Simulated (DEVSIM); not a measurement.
Device: abrupt GaAs n-p junction, at 400 K.

```
layer (left to right)  material  thickness (μm)  Nd (cm⁻³)  Na (cm⁻³)   τn (s)   τp (s)
---------------------  --------  --------------  ---------  ---------  -------  -------
1                          GaAs           0.260     1.2e15          -  4.1e-10  4.1e-10
2                          GaAs           0.660          -     3.6e16  4.1e-10  4.1e-10
```

Left contact: ohmic. Right contact: ohmic. Voltage is applied to the left contact. Recombination: SRH at mid-gap, radiative. Mobility is μmin + (μ − μmin)/(1 + (N/Nref)^α).

This is a model device: material constants are rounded textbook-type values typed into the input, and sizes, dopings and lifetimes were drawn at random. Values at 300 K; Nc and Nv go as T^1.5, mobilities as T to minus their exponent, the gap by Varshni's rule with the affinity fixed.

| parameter | GaAs |
|---|---|
| gap (eV) | 1.424 |
| affinity (eV) | 4.07 |
| permittivity | 12.9 |
| Nc (cm⁻³) | 4.7e17 |
| Nv (cm⁻³) | 9e18 |
| μn (cm²/Vs) | 8500 |
| μp (cm²/Vs) | 400 |
| μn,min | 500 |
| μp,min | 20 |
| Nref,n | 6e16 |
| Nref,p | 1.5e17 |
| αn | 0.39 |
| αp | 0.38 |
| T exponent of μn | 2.1 |
| T exponent of μp | 2.2 |
| B (cm³/s) | 2e-10 |
| Varshni α (eV/K) | 0.000541 |
| Varshni β (K) | 204 |

DEVSIM, 1D drift-diffusion, Boltzmann statistics, complete ionisation; no tunnelling, impact ionisation, image-force lowering or self-heating.

The doping Nd of layer 1 was swept, all else fixed.

```
doping Nd of layer 1 (cm^-3)  potential step across the device at zero bias (V)  dark forward voltage at 1 A/cm² (V)  dark forward voltage at 100 A/cm² (V)  largest field in the device at zero bias (V/cm)
----------------------------  -------------------------------------------------  -----------------------------------  -------------------------------------  -----------------------------------------------
3.6e13                                                                    0.831                                0.506                                  0.727                                            28000
1.2e14                                                                    0.872                                0.548                                  0.769                                            29000
3.6e14                                                                    0.910                                0.587                                  0.807                                            31000
1.2e15                                                                    0.951                                0.631                                  0.846                                            33000
3.6e15                                                                    0.989                                0.675                                  0.877                                            38000
1.2e16                                                                    1.031                                0.720                                  0.899                                            50000
3.6e16                                                                    1.069                                0.739                                  0.908                                            71000
```

From the first row to the last the potential step across the device at zero bias goes from 0.831 to 1.069. From the first row to the last the dark forward voltage at 1 A/cm² goes from 0.506 to 0.739.
